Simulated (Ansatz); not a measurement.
Take TiB$_{2}$ (space group P6/mmm, No. 191; a = 3.0324 Å, c = 3.2238 Å; relaxed with 0.1 eV smearing) as the base. Axes: x lies along a and z along c of the hexagonal cell.

Method: PBE in Ansatz (plane waves to 420 eV, PAW, no SOC).

One thing is altered: every lattice vector is stretched by 2.00 %; the atoms relax in the strained cell.

Predict the stress tensor and what it implies for the stiffness.

Stress of the strained cell less that of the base (GPa, compression positive):
```
  -14.5     0.0     0.0
    0.0   -14.5     0.0
    0.0     0.0   -11.5
```

Then B = −ΔP/(ΔV/V₀) with ΔV/V₀ = 0.0612 gives secant stiffness values (nonlinear terms included at this strain): B (at held cell shape, above the free-shape value) ≈ 221 GPa.

As a check, the harmonic strain energy −½ V₀ Δσ:ε is 22 meV/atom; the computed energy rise is 23 meV/atom.

No phonon test of stability was made. All final runs are without spin polarisation.

Ansatz is a quantum-chemistry and plane-wave program.
